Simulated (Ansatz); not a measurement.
# Hypothetical CsCl type NaI under a change: uniaxial stress, 2 GPa compression along z

The reference is NaI in the CsCl type structure (space group Pm-3m, No. 221; a = 4.0398 Å; a hypothetical phase, not in the database extracts checked). Axes: x, y, z lie along the cube axes.

Modification: uniaxial stress, 2 GPa compression along z, with the cell and atoms free to relax against it.

The values are results of r2SCAN (Ansatz, a first-principles code, PAW, no spin-orbit coupling), not measurements. Γ-centred 8×8×8 mesh, Fermi–Dirac width 0.05 eV.

| quantity | base | changed | shift |
|---|---|---|---|
| volume per atom | 32.96 Å³ | 31.90 Å³ | -1.06 Å³ |
| space group | Pm-3m (No. 221) | P4/mmm (No. 123) | – |
| shortest interatomic distance | 3.499 Å | 3.461 Å | -0.0372 Å |
| energy relative to the base (free energy F) | 0 meV/atom | +6.5 meV/atom | +6.5 meV/atom |
| band gap | 3.06 eV | 2.93 eV | -0.13 eV |
| gap character | – | indirect, M → Γ | – |
| smallest direct gap | 3.36 eV | 3.02 eV | -0.34 eV |
| electron mass | 0.27 mₑ (at Γ) | 0.30 mₑ along z, 0.25 mₑ across (at Γ) | – |
| hole mass | – | 0.27 mₑ along z, 2.6 mₑ across (at M) | – |
| strain response (xx, yy, zz) | – | (+0.03, +0.03, −3.29) % | – |
| secant Young's modulus along z | – | 61 GPa | – |
| mean lateral Poisson ratio | – | 0.01 | – |

With I present, leaving out spin-orbit coupling can change the band edges. Masses are band curvatures over ±0.01 Å⁻¹ around the edge. Beyond what the load breaks, stability against distortions was not tested. Labels are those of the standard path for the cell's own space group.
